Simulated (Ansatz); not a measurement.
## What pressure 18 GPa does to CdSe

The reference is CdSe in the wurtzite structure (space group P6_3mc, No. 186; a = 4.383 Å, c = 7.154 Å).

One thing is altered: cell and atoms relaxed at a pressure of 18 GPa.

Level of theory: PBE (Ansatz, a first-principles code), without spin-orbit coupling. k-mesh 9×9×5 (Γ-centred); smearing 0.05 eV (Fermi–Dirac).

| quantity | base | changed | shift |
|---|---|---|---|
| c/a ratio | 1.632 | 1.682 | +0.050 |
| shortest interatomic distance | 268.2 pm | 247.4 pm | -20.8 pm |
| enthalpy H = E + PV relative to the base's energy | – | +2.92 eV/atom | – |
| band gap | 0.54 eV | 0.95 eV | +0.41 eV |
| gap character | direct at Γ | direct at Γ | – |
| width of the top valence band | 1.56 eV | 2.35 eV | +0.796 eV |
| electron mass | – | 0.082 mₑ along c, 0.090 mₑ across (at Γ) | – |
| valence-band top at Γ (three highest levels, from the VBM) | 0.00, 0.00, -0.04 eV | 0.00, 0.00, -0.23 eV | – |

Final structure:

```yaml
crystal:
  lattice:
    - [4.01165, 0.00000, 0.00000]
    - [-2.00583, 3.47419, 0.00000]
    - [0.00000, 0.00000, 6.74945]
  atoms:
    - { symbol: Cd, position: [0.66667, 0.33333, 0.99587] }
    - { symbol: Cd, position: [0.33333, 0.66667, 0.49587] }
    - { symbol: Se, position: [0.66667, 0.33333, 0.62933] }
    - { symbol: Se, position: [0.33333, 0.66667, 0.12933] }
```

Load acts through the strain it causes; cell and atoms are relaxed under it. Effective masses come from finite differences of ±0.01 Å⁻¹. Whether these cells are dynamically stable was not tested. Measured, CdSe leaves this structure (for rock salt) near 2.72 GPa (temperature not stated; as listed in Datta, Sujoy, Jana, Debnarayan, arXiv (2020)), on rising pressure, with hysteresis.
